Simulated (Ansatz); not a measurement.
The reference is BaS in the zinc blende structure (space group F-43m, No. 216; a = 7.038 Å; a hypothetical phase, not in the database extracts checked).

Level of theory: plane-wave PAW DFT at the r2SCAN level (Ansatz, an electronic-structure program, 500 eV), no SOC.

For the base:

The band gap comes out as 3.07 eV and the volume per atom is 43.58 Å³.

The change: a negative pressure, −1 GPa.

### Question
Predict the new band gap.

### Answer
The band gap decreases by 0.054 eV, from 3.07 eV to 3.01 eV.

### Question
Estimate the effect on the volume per atom.

### Answer
The volume per atom goes up by 1.65 Å³ to 45.23 Å³.

Load acts through the strain it causes; cell and atoms are relaxed under it. Whether these cells are dynamically stable was not tested.
